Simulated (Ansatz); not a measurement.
GdBr3 (C2/m, No. 12) was calculated with r²SCAN (Ansatz, a program for electronic structure, PAW).

Settings: plane-wave cutoff 500 eV, 8×8×6 k mesh (along the axes of the cell as run), Fermi–Dirac smearing 0.05 eV, spin-polarised start, scalar-relativistic PAW data made under PBE.

Computed at the level's own relaxed cell.

Problem. Give the computed volume per atom.

Solution. 
volume per atom: 38.14 Å³/atom

Note: the magnetic order was assumed, not searched for or taken from measurement; the cell comes from a level without a dispersion term, which matters for the spacing of layers, chains or molecules; the relaxation could not lower the start's symmetry, so the cell can be a saddle point above a distorted one; the 4f shell is treated without U or exact exchange, so its levels and filling can be wrong; the volume lies 5 % above that of the published cell; the cell has widely spaced layers and the level no dispersion term, so their spacing and the moduli can rest on weak binding.

Spin–orbit coupling is not included.

The computed numbers hold no vibrational or temperature effects.

It cost about 60 core-minutes (a rough figure) of CPU time.
